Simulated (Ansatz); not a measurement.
Here is the system:

End structure of a constructed model of the (110) surface of bcc Mo, a cell of two sites (a+b, b-a) surface alloy, Pt on one Mo site of the top plane (bottom of the slab: a bare face, its two planes held):

```xyz
12
Lattice="1.8249 2.5808 0.0000 -3.6498 2.5808 0.0000 0.0000 0.0000 27.5000" Properties=species:S:1:pos:R:3 pbc="T T T"
Mo     0.9124     1.2904     8.1894
Mo    -1.8249     1.2904     8.1894
Mo     0.0000     0.0000    10.4244
Mo    -0.9124     2.5808    10.4244
Mo     0.9124     1.2904    12.6526
Mo    -1.8249     1.2904    12.6641
Mo     0.0000     0.0000    14.9046
Mo    -0.9124     2.5808    14.8858
Mo     0.9124     1.2904    17.0400
Mo    -1.8249     1.2904    17.2325
Pt     0.0000     0.0000    19.2686
Mo    -0.9124     2.5808    19.2751
```

Slab: 12 atoms, 11.1 Å thick at the start with caps and adatoms (thin: gaps and levels are the slab's own); k 12x9x1, smearing 0.1 eV, dipole-corrected; 4 atoms held, the rest relaxed; held to the start's symmetry, so lower structures may exist; no spin, no spin-orbit, no U. It is one candidate, not shown to be the stable structure of the face.

Problem. What work function of the top face does PBE in Ansatz (an electronic-structure program) give?

Solution. 4.67 eV
